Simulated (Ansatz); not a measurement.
Cell and atoms of amorphous In24O41Nb2:

```xyz
67
Lattice="9.7092 0.0274 0.1112 0.0274 9.5597 0.1071 0.1112 0.1071 10.1511" Properties=species:S:1:pos:R:3 pbc="T T T"
In     8.3871     5.8913     1.2889
In     2.0407     3.9915    10.1817
In     1.6086     6.5824     7.3657
In     2.6970     0.5969     1.9330
In     8.3101     1.6527     6.5783
In     4.7383     8.5725     8.2205
In     8.1903     8.3709     9.1590
In     0.0685     6.3441     4.2807
In     3.6460     7.4630     4.5648
In     6.8688     8.1691     5.5280
In     1.7426     0.2965     5.1304
In     4.8863     5.3573     0.1398
In     6.2848     2.0139     2.0154
In     1.2065     3.5680     5.8466
In     9.6519     3.1327     2.9960
In     5.4686     8.1001     1.7805
In     8.7226     2.6126     9.9160
In     2.1743     7.1053     0.9226
In     9.0615     9.0649     2.5659
In     7.7542     5.3447     7.5535
In     3.1880     3.9264     3.2202
In     4.5154     5.1381     6.6554
In     6.2385     5.3262     3.8033
In     4.8345     1.7522     5.1718
O      6.1913     5.8919     1.6745
O      0.2889     7.0852     2.0221
O      5.7312     7.5817     3.8571
O      6.5661     3.0547     0.2296
O      7.7236     3.1869     7.9686
O      3.2599     8.0501     2.4838
O      2.9736     0.2543     7.8614
O      9.5164     4.0350     0.9747
O      3.8444     9.5020     5.1006
O      0.7500     1.2798     6.6620
O      5.5855     0.9396     8.7052
O      9.1422     2.8353     5.0381
O      0.9602     0.5298     3.1930
O      5.1625     3.0423     6.7927
O      3.8198     7.1521     6.9200
O      6.7374     0.7747     5.4924
O      8.3197     6.2947     9.3660
O      4.0506     3.3276     9.5688
O      8.7598     0.7910     8.7870
O      2.1094     2.6368     1.8469
O      1.6489     9.2679     0.3722
O      8.6318     8.1639     4.4484
O      8.2770     5.0717     3.3062
O      2.8056     2.4469     4.8053
O      9.6104     5.5695     6.5040
O      3.2269     5.1528     1.4342
O      4.8438     0.5976     1.7777
O      8.3512     1.5926     1.9785
O      4.1489     5.3693     4.4941
O      1.6205     7.6016     5.2747
O      7.5702     8.3705     1.1435
O      6.7482     8.0995     7.6295
O      0.5667     8.3182     8.1766
O      1.2569     4.6140     3.8586
O      1.0872     2.3516     9.1663
O      5.4067     3.1620     3.5089
O      6.5728     5.8586     5.8649
O      1.8712     5.9929     9.4288
O      2.4854     4.6184     7.0734
O      4.5376     7.6002    10.0978
O      5.7488     5.0334     8.4308
Nb     5.5864     2.7569     8.6787
Nb     1.3187     0.4684     8.6001
```

Method: PBE, scalar-relativistic without spin-orbit coupling (plane waves to 420 eV, PAW; Ansatz, a first-principles code).

A CHGNet melt-quench gave the starting glass, which DFT then relaxed. O atoms were pushed apart under 1.9 Å during the dynamics, to hinder bonds among them. The hot cell started wider than the set density and was brought back towards it in steps. It is the lowest in DFT energy of 2 quenches. It is a model cell: composition and starting density were chosen by hand, and all elements were melted together. No dispersion term was used. Its density started from a set value of 6.32 and ended at 6.34 g/cm³. The quench (nominally 280 K/ps over its main leg) was far faster than any real one, so the model tends to hold more defects than a real film. One small periodic cell is one sample of the glass; other quenches scatter about these values. Volume and shape were free in the relaxation. On a 2×2×2 Γ-centred mesh force components of up to 0.14 eV/Å stay, since the relaxation ran on the zone centre alone.

Bonds are counted up to In-In 3.12 Å, In-O 2.64 Å, In-Nb 3.12 Å, O-O 1.58 Å, O-Nb 2.53 Å, Nb-Nb 3.12 Å. Two cations that share two anions don't count as bonded, nor two that share one unless they lie closer than In-In 3.04 Å, In-Nb 3.04 Å, Nb-Nb 3.04 Å.

Problem. Give the coordination numbers, mean bond lengths and angles.

Solution. 
```json
{
 "Mean coordination of In by anions": "5.50 (1 with 4, 10 with 5, 13 with 6)",
 "Mean coordination of O": "3.51 (2 with 2, 16 with 3, 23 with 4)",
 "Mean coordination of Nb by anions": "6.00 (2 with 6)",
 "Mean In-O bond": "2.201 Å (spread 0.103 Å, 132 counted)",
 "Mean O-Nb bond": "2.040 Å (spread 0.173 Å, 12 counted)",
 "Bond angle at In": "mean 105.2°, spread 29.2°",
 "Bond angle at O": "mean 111.3°, spread 15.2°",
 "Bond angle at Nb": "mean 103.4°, spread 30.4°"
}
```

Problem. List the pairs of like atoms that count as bonded by the rules above.

Solution. There are none by these rules.
